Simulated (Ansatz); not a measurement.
# Ti: response to strain

Base system: Ti in the hcp (Mg type) structure (space group P6_3/mmc, No. 194; relaxed with 0.1 eV smearing).

```yaml
crystal:
  lattice:
    - [2.93978, 0.00000, 0.00000]
    - [-1.46989, 2.54592, 0.00000]
    - [0.00000, 0.00000, 4.65400]
  atoms:
    - { symbol: Ti, position: [0.66667, 0.33333, 0.75000] }
    - { symbol: Ti, position: [0.33333, 0.66667, 0.25000] }
```

Strains are applied to the cell and any free atomic positions relax.

All numbers come from PBE (Ansatz, a quantum-chemistry and plane-wave program; PAW; 420 eV plane waves; no SOC).

Notes on the quantities. energy relative to the base: free energy F; pressure: mean of the normal stresses, compression positive.

| change | energy relative to the base | pressure | shortest interatomic distance |
|---|---|---|---|
| base | 0 meV/atom | 0.0 GPa | 2.880 Å |
| isotropic strain −3.00 % | +53 meV/atom | 11.9 GPa | 2.794 Å |
| isotropic strain −2.50 % | +36 meV/atom | 9.6 GPa | 2.808 Å |
| isotropic strain −2.00 % | +23 meV/atom | 7.5 GPa | 2.823 Å |
| isotropic strain −1.50 % | … | 5.5 GPa | 2.837 Å |
| isotropic strain −1.00 % | … | 3.5 GPa | 2.851 Å |
| isotropic strain +1.50 % | +12 meV/atom | -4.6 GPa | 2.923 Å |
| isotropic strain +2.00 % | +21 meV/atom | -5.9 GPa | 2.938 Å |
| isotropic strain +2.50 % | +32 meV/atom | … | 2.952 Å |
| isotropic strain +3.00 % | +45 meV/atom | -8.4 GPa | 2.967 Å |

Task: What belongs in the blanks?

Result: 
- isotropic strain −1.50 %, energy relative to the base: +13 meV/atom
- isotropic strain −1.00 %, energy relative to the base: +5.6 meV/atom
- isotropic strain +2.50 %, pressure: -7.2 GPa

Whether these cells are dynamically stable was not tested. The final runs are not spin-polarised.
